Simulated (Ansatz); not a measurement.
**MgS: biaxial strain −0.50 %, plane normal [001], relaxed out of plane**

The parent structure is MgS in the rock salt structure (space group Fm-3m, No. 225; a = 5.129 Å). Axes: x, y, z lie along the cube axes.

Now apply this change: compressive biaxial strain of 0.50 % in the plane normal to [001], as in epitaxy on a mismatched substrate; the out-of-plane cell vector and the atoms relax.

Method: LDA (Ansatz, an electronic-structure program; PAW; 420 eV plane waves; no SOC). k-mesh 11×11×11 (Γ-centred); smearing 0.05 eV (Fermi–Dirac).

```tsv
quantity	base	changed	shift
volume per atom	16.87 Å³	16.74 Å³	-0.13 Å³
space group	Fm-3m (No. 225)	I4/mmm (No. 139)	–
shortest interatomic distance	4.846 bohr	4.822 bohr	-0.024 bohr
energy relative to the base (free energy F)	0 meV/atom	+0.5 meV/atom	+0.5 meV/atom
pressure (mean of the normal stresses, compression positive)	0.00 GPa	0.64 GPa	+0.64 GPa
band gap	2.65 eV	2.63 eV	-0.02 eV
gap character	–	indirect, Γ → X	–
smallest direct gap	3.83 eV	3.87 eV	+0.04 eV
electron mass	0.53 mₑ along k, 0.28 mₑ across (at X)	0.53 mₑ along k, 0.29 mₑ across (at X)	–
valence-band top at Γ (three highest levels, from the VBM)	0.00, 0.00, 0.00 eV	0.00, -0.03, -0.03 eV	–
valley order (the lowest conduction-band minima on the path, energy above the VBM, named in the base's zone)	X along ⟨100⟩ 2.65 eV; Γ 3.83 eV	X along [100] 2.63 eV; X along [001] 2.67 eV; Γ 3.87 eV	–
out-of-plane strain	–	+0.26 %	–
mean in-plane stress (compression positive)	–	+1.0 GPa	–
```

Masses are band curvatures over ±0.01 Å⁻¹ around the edge. Along k means along the line from Γ to the band edge. No phonon test of stability was made. Labels are those of the standard path for the cell's own space group.
